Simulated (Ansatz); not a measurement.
Take GaN in the zinc blende structure (space group F-43m, No. 216; a = 4.455 Å) as the base. Axes: x, y, z lie along the cube axes.

Level of theory: LDA (Ansatz, a quantum-chemistry and plane-wave program), no spin-orbit coupling.

Before the change:

- Shortest interatomic distance: 1.929 Å
- Band gap: 1.96 eV

Modification: the cell is stretched by 2.50 % along z with no lateral relaxation; the atoms relax in the strained cell.

What does the calculation give for the shortest interatomic distance and band gap after the change?

The shortest interatomic distance rises by 0.016 Å to 1.945 Å; the band gap decreases by 0.202 eV to 1.75 eV.

No phonon test of stability was made. This is not the structure that GaN has at room temperature and ambient pressure.
